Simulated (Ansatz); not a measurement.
Worked calculations on one periodic cell of amorphous Ga24O39Y2: Ga24O39Y2, 65 atoms, volume 820.7 Å³, made by a melt-quench on the CHGNet potential and relaxed with DFT. O atoms were pushed apart under 1.9 Å during the dynamics, to hinder bonds among them. It is a model cell: composition and starting density were chosen by hand, and all elements were melted together. Cycles of charging were run to anneal it. Method: PBE, scalar-relativistic without spin-orbit coupling (plane waves to 420 eV, PAW; Ansatz, a first-principles code). Sampling: a 2×2×2 Γ-centred mesh; Fermi-Dirac width 0.02 eV; no spin polarisation. Its volume was held where the quench left it, its shape was free, and it stands at a mean pressure of 0.9 GPa with stress components up to 1.0 GPa; the relaxation ran on the zone centre alone. Its density went from a set 5.01 to 5.01 g/cm³. The cell is small and was quenched far faster than a real film, so it is one sample of the glass.

Task: Count formal charges (Ga +3, O -2, Y +3). What does the count lead one to expect at the Fermi level, and what does the calculation give?

Result: 24 × (+3) + 39 × (-2) + 2 × (+3) = 0. The charges balance, so the anion-derived valence states can be full and a gap can open. On this mesh the highest filled and lowest empty level lie 1.77 eV apart, the PBE gap of this cell, with a localised state at one edge or both.

Four energies for an added electron at PBE on the zone centre alone (charged cells in a uniform background, spin-polarised): neutral at the neutral geometry -120642.788 eV; charged at the neutral geometry -120634.587 eV; charged and relaxed -120634.611 eV; neutral at the charged geometry -120642.762 eV.

Task: Find the two relaxation energies and their sum, the reorganisation energy.

Result: On charging: -120634.587 − (-120634.611) = 0.024 eV. On discharging: -120642.762 − (-120642.788) = 0.026 eV. The sum is 0.050 eV. The carrier's level spreads over 60 of the 65 atoms' worth, more than a fifth of the atoms or a third of the atoms of its main element (six at least), and the sum is small, so it counts as a band carrier, whose relaxation energy shrinks as the cell grows. PBE's self-interaction favours spread-out carriers, so a hybrid can localise more.

Four energies for a hole at PBE on the zone centre alone (charged cells in a uniform background, spin-polarised): neutral at the neutral geometry -120642.788 eV; charged at the neutral geometry -120648.992 eV; charged and relaxed -120649.118 eV; neutral at the charged geometry -120642.619 eV.

Task: Find the two relaxation energies and their sum, the reorganisation energy.

Result: On charging: -120648.992 − (-120649.118) = 0.126 eV. On discharging: -120642.619 − (-120642.788) = 0.169 eV. The sum is 0.295 eV. The carrier's level spreads over 7 of the 65 atoms' worth, so it counts as partly localised, most on one O atom with neighbours Ga 1.79 Å, Ga 1.80 Å (neutral geometry). The values are uncorrected: the image energy of a point charge in this cell, 2.84 × 14.40 / (2 × 9.4) = 2.2 eV before screening, is screened by electrons alone at the fixed geometry and by ions too after relaxing, and the carrier can be spread before it relaxes, so each term can be off by up to that value times 1/ε∞, some tenths of an eV. PBE's self-interaction favours spread-out carriers, so a hybrid can localise more.
